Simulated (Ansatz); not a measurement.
System: LuAlO₃ (P6₃/mmc, No. 194, 10 atoms in the cell; start mp-755358). Method: PBEsol+SOC in Ansatz (plane waves, PAW).

Numerical settings: plane-wave cutoff 520 eV, 12×12×4 k mesh (along the axes of the cell as run), Fermi–Dirac smearing 0.01 eV, PAW data made under PBE.

Cell (relaxed with PBEsol):

```cif
data_Al2Lu2O6
_chemical_formula_sum 'Lu2 Al2 O6'
_space_group_name_H-M_alt 'P63/mmc'
_space_group_IT_number 194
_space_group_name_Hall '-P 6c 2c'
_cell_length_a 3.36575
_cell_length_b 3.36575
_cell_length_c 11.47292
_cell_angle_alpha 90.000
_cell_angle_beta 90.000
_cell_angle_gamma 120.000
loop_
_atom_site_label
_atom_site_type_symbol
_atom_site_symmetry_multiplicity
_atom_site_Wyckoff_symbol
_atom_site_fract_x
_atom_site_fract_y
_atom_site_fract_z
_atom_site_occupancy
Lu1 Lu 2 a 0.00000 0.00000 0.00000 1
Al1 Al 2 c 0.33333 0.66667 0.25000 1
O1 O 4 f 0.33333 0.66667 0.09071 1
O2 O 2 b 0.00000 0.00000 0.25000 1
```

Q: Predict the band gap.

A: 
* **band gap**: 3.36 eV (on the SCF k mesh)

Computing time: very roughly 2.4 core-minutes.

A start named mp-… is a Materials Project structure, which need not be a measured phase.

Ansatz is a quantum-chemistry and plane-wave program.
